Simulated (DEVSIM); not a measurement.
System: Si p+/n-/n+ power diode, at 300 K.

```
layer (left to right)  material  thickness (μm)  Nd (cm⁻³)  Na (cm⁻³)  τn (s)  τp (s)
---------------------  --------  --------------  ---------  ---------  ------  ------
1                            Si            3.40          -     1.2e18  9.5e-7  9.5e-7
2                            Si            71.0     7.9e14          -  9.5e-7  9.5e-7
3                            Si            2.40     1.1e18          -  9.5e-7  9.5e-7
```

Left contact: ohmic. Right contact: ohmic. Voltage is applied to the left contact. Recombination: SRH at mid-gap, radiative. Mobility is constant in doping.

The device is made up for the run: typed textbook-type constants, with dimensions and the other settings drawn at random. Values at 300 K.

```tsv
parameter	Si
gap (eV)	1.124
affinity (eV)	4.05
permittivity	11.7
Nc (cm⁻³)	2.86e19
Nv (cm⁻³)	3.1e19
μn (cm²/Vs)	1417
μp (cm²/Vs)	470
B (cm³/s)	4.7e-15
```

DEVSIM, 1D drift-diffusion, Boltzmann statistics, complete ionisation; no tunnelling, impact ionisation, image-force lowering or self-heating.

Question: Tabulate band edges, carrier densities and field at -200.0 V on the left contact.

Answer: Energies count from the Fermi level of the right contact; mesh points crowd at the junctions.

```tsv
x (μm)	Ec (eV)	Ev (eV)	n (cm⁻³)	p (cm⁻³)	field (V/cm)
0.000	201.040	199.920	< 1e2	1.2e18	≈ 0
0.06753	201.040	199.920	< 1e2	1.2e18	≈ 0
0.3365	201.040	199.920	< 1e2	1.2e18	≈ 0
1.337	201.040	199.920	< 1e2	1.2e18	≈ 0
3.051	201.040	199.920	< 1e2	1.2e18	≈ 0
3.329	201.040	199.920	< 1e2	1.2e18	≈ 0
3.399	200.890	199.770	< 1e2	3.9e15	-210000
3.515	198.340	197.220	190	95000	-220000
3.932	189.280	188.150	990	95000	-210000
5.511	156.860	155.740	4400	95000	-200000
11.58	60.645	59.521	28000	92000	-120000
49.82	0.271	-0.853	7.9e14	71000	≈ 0
68.02	0.271	-0.853	7.9e14	87000	≈ 0
72.76	0.271	-0.853	7.9e14	88000	≈ 0
74.16	0.259	-0.865	1.3e15	53000	-960
74.36	0.199	-0.925	1.3e16	5400	-8900
74.41	0.088	-1.036	9.6e17	< 1e2	-8800
74.50	0.084	-1.040	1.1e18	< 1e2	≈ 0
75.11	0.084	-1.040	1.1e18	< 1e2	≈ 0
76.27	0.084	-1.040	1.1e18	< 1e2	≈ 0
76.68	0.084	-1.040	1.1e18	100	≈ 0
76.80	0.084	-1.040	1.1e18	110	≈ 0
```
